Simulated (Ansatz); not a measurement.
Abridged Ansatz (an electronic-structure program) output:

```
Relaxation: its limit of steps is 50 (relax.max_steps)
Pseudopotential: W, paw, valence charge 14
Pseudopotential: C, paw, valence charge 4
Crystal: 2 atoms, lattice volume = 20.832 Å³
Basis set: ecut = 500 eV, 539 PW (Γ), exchange–correlation on 96×96×96 points (64 copies of the dense FFT grid, shifted against one another)
Bands: 13, of which v1, the nominal top of the filled ones, is band 9 counted from 1 (8 counted from 0)
Symmetry: 4 space group operations
k-points: 1584 of 10580 (time reversal used)
Functional: x = r2scan, c = r2scan; τ floored in thin density (d = 2e-4 eV/Å³)
SCF iter   1: F=—  HF=-10649.251901 eV  |F-HF|=—  |Δ(HF+E_count)|=         —  Δρ=1.05e-2  dr2=9.15e-3  dr2_τ=1.81e-1  ethr=1.77e-3  ⟨swp⟩=5.8  Hψ=112760  notcnv=0
SCF iter   2: F=—  HF=-10649.323775 eV  |F-HF|=—  |Δ(HF+E_count)|=   7.19e-2  Δρ=6.59e-3  dr2=3.34e-3  dr2_τ=5.83e-4  ethr=5.09e-5  ⟨swp⟩=2.0  Hψ=47523  notcnv=0
SCF 1 converged in 6 iterations: F = -10649.327446 eV  dr2 = 1.80e-8
relax step   1: F+E_penalty+E_count = -10649.32744630 eV  Δ(F+E_penalty+E_count) = +0.000e0 eV  max|allowed force component| = 2.678e-8 eV/Å  Δτ_max = 0.0000 Å  P = +0.000 GPa  Ω = 20.832 Å³  (6 SCF iters, dr2 threshold 1.00e-7 eV, accepted)
[... steps on the carried basis left out ...]
relax step   6: F+E_penalty+E_count = -10649.32484660 eV  Δ(F+E_penalty+E_count) = -5.245e-5 eV  max|allowed force component| = 3.363e-4 eV/Å  Δτ_max = 0.0000 Å  P = -1.668 GPa  Ω = 20.928 Å³  stress off target by 5.48e-3 GPa  SCF on the basis re-selected at this cell (its energy is not comparable with the rows above)  (6 SCF iters)
SCF converged after 6 iterations
Free energy (F): -10649.324847 eV
Internal energy: -10649.315812 eV  (E = F + TS)
E sigma→0 (E₀):  -10649.320329 eV
Entropy (-TS):   -0.009035 eV (-4.517 meV/atom)
Fermi energy:    20.295316 eV
--- Forces (eV/Å), atoms counted from 1 ---
  atom   1  W     -0.00000000    -0.00033710     0.00000000
  atom   2  C      0.00000000     0.00033556     0.00000000
--- Stress (GPa, compression-positive) ---
       -4.994522       0.000000       0.000000
        0.000000      -0.005146      -0.000000
        0.000000      -0.000000      -0.004333
  P = ⅓ Tr σ = -1.6680 GPa (-16.680 kbar)
--- Relaxed structure (5 steps of the walk, 4 accepted, 1 SCFs on fresh bases) ---
  cell:  # Å, volume = 20.9278 Å³
    - [2.9358301188648617, -2.9096940789847175e-11, 0.0]
    - [-1.4679150594074892, 2.516553689011014, 0.0]
    - [0.0, 0.0, 2.8326039055366103]
  atoms:
    - { symbol: W, position: [0.00030012147406857696, 0.0006002429481372279, 0.0] }
    - { symbol: C, position: [0.6663665451925981, 0.33273309038519605, 0.5] }
```

**Question.** What was computed, and what are the main results?

**Answer.** WC, 2 atoms in the cell, with Ansatz, r2SCAN, PAW, cutoff 500 eV, without spin-orbit coupling, from a series relaxed to a target (uniaxial stress, 5 GPa tension along x). The last SCF converged to F = -10649.324847 eV, or -5324.6624 eV per atom. The total energy compares only with runs of the same code, potentials and settings.

Load acts through the strain it causes; cell and atoms are relaxed under it. Stability under load was not tested beyond the relaxation. All final runs are without spin polarisation. The cell was made from WC (space group P-6m2, No. 187) by this change: uniaxial stress, 5 GPa tension along x.

Keys are those of Ansatz 0.2.
